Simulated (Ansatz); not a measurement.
Base system: HfTiO₄ (space group P2_12_12, No. 18; a = 4.6993 Å, b = 5.0658 Å, c = 5.6194 Å; a cell from a computed database, its experimental status unchecked).

Calculations: Ansatz (a quantum-chemistry and plane-wave program), PBEsol, PAW, cutoff 420 eV, no spin-orbit coupling.

One change was made to it. Results:

```json
[
 {"quantity": "gap character", "base": "direct at Γ", "after": "direct at Γ"},
 {"quantity": "band gap", "base": "2.73 eV", "after": "2.74 eV"},
 {"quantity": "volume per atom", "base": "11.15 Å³", "after": "11.13 Å³"}
]
```

Problem. Name the change that was made.
A. pressure 0.3 GPa
B. pressure −2 GPa
C. pressure 5 GPa

Solution. A, pressure 0.3 GPa. For comparison, the band gap in the other runs: pressure 5 GPa gives 2.83 eV; pressure −2 GPa gives 2.69 eV.

With Hf present, leaving out spin-orbit coupling can change the band edges. Load acts through the strain it causes; cell and atoms are relaxed under it. No phonon test of stability was made. No other phases were tried under pressure. The final runs are not spin-polarised.
